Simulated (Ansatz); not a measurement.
Consider BeS in the zinc blende structure (space group F-43m, No. 216; a = 4.8683 Å). Axes: x, y, z lie along the cube axes.

Calculations: DFT with r2SCAN, PAW potentials and a 500 eV plane-wave cutoff in Ansatz (a program for electronic structure), no spin-orbit coupling, earlier PAW set.

It is then changed as follows: a pure shear with ε_xy = ε_yx = -0.0297, atoms relaxed at fixed cell.

Task: Predict the stress tensor and what it implies for the stiffness.

Result: Stress of the strained cell less that of the base (GPa, compression positive):
```
   0.35    5.21    0.00
   5.21    0.35    0.00
   0.00    0.00   -0.03
```

Then −Δσ/γ with γ = 2ε = -0.0594 gives secant stiffness values (nonlinear terms included at this strain): C66 ≈ 88 GPa.

As a check, the harmonic strain energy −½ V₀ Δσ:ε is 14 meV/atom; the computed energy rise is 14 meV/atom.

Whether these cells are dynamically stable was not tested.
